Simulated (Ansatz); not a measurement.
Base system: HfCdO3 in the cubic perovskite structure (space group Pm-3m, No. 221; a model cell, its experimental status unchecked).

HfCdO₃ is modelled in the cubic space group Pm-3m (No. 221), the cubic perovskite structure, Pearson symbol cP5. Conventional cell: a = 4.0712 Å, b = 4.0712 Å, c = 4.0712 Å, α = 90.00°, β = 90.00°, γ = 90.00°. Cd on 1a sees no neighbour by this rule. Hf on 1b is coordinated by 6 O at 2.036 Å (octahedral). O on 3c is coordinated by 2 Hf at 2.036 Å (linear). (Neighbours: up to the widest gap in distance over summed covalent radii, below 1.35, at either atom; cation-cation and far metal-metal contacts left out.)

All numbers come from r2SCAN in Ansatz (plane waves to 500 eV, PAW, no spin-orbit coupling).

For the base:

```
Quantity   Result
--------  -------
Pressure  0.0 GPa
```

Modification: an isotropic linear strain of −1.32 %; the atoms relax in the strained cell.

Problem. What does the calculation give for the energy relative to the base after the change?

Solution. The energy goes up by 13 meV/atom.

Problem. What happens to the valley order?

Solution. The valley order (the lowest conduction-band minima on the path, energy above the VBM, named in the base's zone) amounts to Γ 0.03 eV; R along ⟨111⟩ 1.27 eV.

Problem. Estimate the effect on the pressure.

Solution. The pressure goes from zero to 7.9 GPa.

Spin-orbit coupling, missing from the scalar runs, can matter with Hf. Whether these cells are dynamically stable was not tested. The final runs are not spin-polarised. Many cubic perovskites are stable only at high temperature; tilts and polar distortions were not tested. Gaps under 0.05 eV, about the width of the smearing, are given as zero. The zero or small gap of HfCdO3 can change with the level of theory.

Ansatz is a program for electronic structure.
